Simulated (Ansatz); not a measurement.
**CdSe: isotropic strain +0.60 %**

The reference is CdSe in the wurtzite structure (space group P6_3mc, No. 186; a = 4.3828 Å, c = 7.1544 Å).

Perturbation: an isotropic linear strain of +0.60 %, atoms relaxed at fixed cell.

Calculations: PBE/PAW in Ansatz (a first-principles code), scalar-relativistic without spin-orbit coupling. Settings: 9×9×5 k-points, 0.05 eV Fermi–Dirac smearing.

The space group remains P6_3mc (No. 186) and the energy grows by 1.3 meV/atom. The band gap decreases by 0.04 eV to 0.50 eV and the gap character remains direct at Γ. The mean gap deformation potential ΔEg/Δln V comes out as -2.2 eV and the width of the top valence band shrinks by 0.05 eV (1.56 eV → 1.51 eV). The electron mass amounts to 0.054 mₑ (at Γ) and the valence-band top at Γ (three highest levels, from the VBM) is still 0.00, 0.00, -0.04 eV.

Cost of the whole job for the changed cell (relaxation, final SCF and bands): around 80 core-seconds (rough).

Masses are band curvatures over ±0.01 Å⁻¹ around the edge. Whether these cells are dynamically stable was not tested.
